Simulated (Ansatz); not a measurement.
End structure of a constructed model of the (111) surface of fcc Ir, (√3x√3)R30° surface alloy, Mn on one Ir site of the top plane (bottom of the slab: a bare face, its two planes held):

```xyz
18
Lattice="4.1058 2.3705 0.0000 -4.1058 2.3705 0.0000 0.0000 0.0000 27.5000" Properties=species:S:1:pos:R:3 pbc="T T T"
Ir    -2.7372     1.5803     8.1647
Ir     0.0000     1.5803     8.1647
Ir     2.7372     1.5803     8.1647
Ir    -1.3686     0.7902    10.3996
Ir     1.3686     0.7902    10.3996
Ir     0.0000     3.1606    10.3996
Ir     0.0000     0.0000    12.6350
Ir    -1.3686     2.3705    12.6053
Ir     1.3686     2.3705    12.6053
Ir    -2.7337     1.5783    14.8562
Ir     0.0000     1.5844    14.8562
Ir     2.7337     1.5783    14.8562
Ir    -1.3516     0.7803    17.0952
Ir     1.3516     0.7803    17.0952
Ir     0.0000     3.1803    17.0952
Mn     0.0000     0.0000    19.3802
Ir    -1.3686     2.3705    19.2462
Ir     1.3686     2.3705    19.2462
```

Model: 18-atom slab, 11.2 Å thick at the start with caps and adatoms (thin: gaps and levels are the slab's own), 9x9x1 mesh, Fermi-Dirac 0.1 eV, dipole correction, 6 atoms held, the rest relaxed; held to the start's symmetry, so lower structures may exist; spin-polarised, ending with about 2.8 μB a cell; orders that need a larger cell were not tried, no spin-orbit, no U. It is one candidate, not shown to be the stable structure of the face.

Give the work function of the top face at the level PBE run with Ansatz (an electronic-structure program).

5.22 eV
